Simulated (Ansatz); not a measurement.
The starting structures come from a database of crystals and need not be the phases stable at ambient conditions.

The decay constant κ of evanescent states in the gap governs leakage through a thin film.

Data:

```yaml
crystal:
  lattice:
    - [5.49425, 0.00000, 0.00000]
    - [0.07711, 9.42170, 0.00000]
    - [0.00000, 0.00000, 5.09556]
  atoms:
    - { symbol: Zn, position: [0.23200, 0.25510, 0.07710] }
    - { symbol: Zn, position: [0.76800, 0.74490, 0.57710] }
    - { symbol: I, position: [0.26280, 0.93300, 0.51370] }
    - { symbol: I, position: [0.73720, 0.06700, 0.01370] }
    - { symbol: I, position: [0.26870, 0.60020, 0.99670] }
    - { symbol: I, position: [0.73130, 0.39980, 0.49670] }
    - { symbol: O, position: [0.44790, 0.39630, 0.31180] }
    - { symbol: O, position: [0.55210, 0.60370, 0.81180] }
    - { symbol: O, position: [0.84940, 0.56530, 0.36660] }
    - { symbol: O, position: [0.15060, 0.43470, 0.86660] }
    - { symbol: O, position: [0.90630, 0.27650, 0.29470] }
    - { symbol: O, position: [0.09370, 0.72350, 0.79470] }
    - { symbol: O, position: [0.66160, 0.91890, 0.80090] }
    - { symbol: O, position: [0.33840, 0.08110, 0.30090] }
    - { symbol: O, position: [0.53090, 0.19400, 0.85720] }
    - { symbol: O, position: [0.46910, 0.80600, 0.35720] }
    - { symbol: O, position: [0.01200, 0.12380, 0.84430] }
    - { symbol: O, position: [0.98800, 0.87620, 0.34430] }
```

Space group of this cell: P2_1. The cell is taken as given; by r2SCAN its mean pressure is 0.6 GPa.

Transport runs along the normal of the first two printed cell vectors.

The gap is the functional's own. No spin-orbit coupling. Mid-gap values are interpolated on the energy grid.

### Question
Predict the band gap and the smallest decay constant κ at mid-gap from r2SCAN (Ansatz, a program for electronic structure).

### Answer
Gap 3.70 eV on a 6×4×6 mesh; κ = 0.472 1/Å, at (0.000, 0.500) of the in-plane reciprocal vectors. At the zone centre, at the nearest computed energy, the slowest state has κ = 0.47 1/Å.
